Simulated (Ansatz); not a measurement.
## How far PBE and r2SCAN part for SiC, biaxial strain −4.57 %, plane normal [001], relaxed out of plane

The parent structure is SiC in the wurtzite structure (space group P6_3mc, No. 186; a = 3.092 Å, c = 5.074 Å). Axes: x lies along a and z along c of the hexagonal cell.

(Cell as relaxed with PBE.)

Levels (all Ansatz, an electronic-structure program, PAW, earlier PAW set): PBE (420 eV, no SOC); r2SCAN (500 eV, scalar-relativistic without spin-orbit coupling).

Each level relaxes its own structure.

| base | PBE | r2SCAN |
|---|---|---|
| volume per atom | 10.50 Å³ | 10.34 Å³ |
| lattice parameter a | 3.092 Å | 3.075 Å |
| band gap | 2.31 eV | 2.65 eV |

One thing is altered: biaxial strain −4.57 %, plane normal [001], relaxed out of plane (Cartesian); in-plane vectors clamped, the third vector and the atoms free.

```json
[
 {"quantity": "pressure (mean of the normal stresses, compression positive)", "PBE": "214.5 kbar", "r2SCAN": "(withheld)"},
 {"quantity": "out-of-plane strain", "PBE": "+0.98 %", "r2SCAN": "(withheld)"},
 {"quantity": "band gap", "PBE": "1.62 eV", "r2SCAN": "(withheld)"}
]
```

Question: What does r2SCAN give?

Answer: 
- pressure (mean of the normal stresses, compression positive), r2SCAN: 232.1 kbar
- out-of-plane strain, r2SCAN: +0.88 %
- band gap, r2SCAN: 1.99 eV

PBE's pressure lies 17.6 kbar below r2SCAN's; PBE's out-of-plane strain lies 0.093 % above r2SCAN's; PBE's band gap lies 0.362 eV below r2SCAN's. Neither level is exact; r2SCAN is the comparison here, not a measurement.

Whether these cells are dynamically stable was not tested.
